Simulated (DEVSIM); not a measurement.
System: Si p+/n-/n+ power diode, at 300 K.

Layer 1 from the left is Si, thickness (μm) 3.90, Na (cm⁻³) 2.4e18, τn (s) 7.8e-5, τp (s) 7.8e-5. Layer 2 from the left is Si, thickness (μm) 16.0, Nd (cm⁻³) 2e15, τn (s) 7.8e-5, τp (s) 7.8e-5. Layer 3 from the left is Si, thickness (μm) 4.40, Nd (cm⁻³) 3.7e18, τn (s) 7.8e-5, τp (s) 7.8e-5.

Left contact: ohmic. Right contact: ohmic. Voltage is applied to the left contact. Recombination: SRH at mid-gap, radiative. Mobility is μmin + (μ − μmin)/(1 + (N/Nref)^α).

Constants are typed, rounded textbook-type inputs, not results; the design itself was drawn at random and stands for no fabricated device. Values at 300 K.

Si: gap (eV) 1.124, affinity (eV) 4.05, permittivity 11.7, Nc (cm⁻³) 2.86e19, Nv (cm⁻³) 3.1e19, μn (cm²/Vs) 1417, μp (cm²/Vs) 470, μn,min 52, μp,min 45, Nref,n 9.7e16, Nref,p 2.2e17, αn 0.68, αp 0.72, B (cm³/s) 4.7e-15.

Model (solved in DEVSIM): 1D drift-diffusion, Boltzmann statistics, complete ionisation; no tunnelling, impact ionisation, image-force lowering or self-heating.

Question: What does the simulation give for the dark forward voltage at 1 A/cm², the potential step across the device at zero bias?

Answer: dark forward voltage at 1 A/cm² 0.767 V; potential step across the device at zero bias 1.005 V.
